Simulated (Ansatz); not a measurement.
The starting structures come from a database of crystals and need not be the phases stable at ambient conditions.

By PBEsol, the system below comes out a metal.

A figure of merit of an interconnect metal is its ballistic conductance per area.

Given:

```yaml
crystal:
  lattice:
    - [2.76927, 0.00000, 0.00000]
    - [1.38463, 5.40923, 0.00000]
    - [1.38464, 0.35443, 2.37192]
  atoms:
    - { symbol: Li, position: [0.50000, 0.50000, 0.50000] }
    - { symbol: Mo, position: [0.00000, 0.00000, 0.00000] }
    - { symbol: O, position: [0.24639, 0.26083, 0.24639] }
    - { symbol: O, position: [0.75361, 0.73917, 0.75361] }
```

Space group of this cell: R-3m. The cell is taken as given; by PBEsol its mean pressure is -3.4 GPa.

The current flows along the normal of the first two printed cell vectors, the (101) plane of the conventional cell. No spin-orbit coupling; the value is a mean over 0.1 eV about the Fermi level.

**Question.** Predict the ballistic conductance per area from PBEsol run with Ansatz (a quantum-chemistry and plane-wave program).

**Answer.** 0.89 × 10¹⁵ S/m² for both spins.
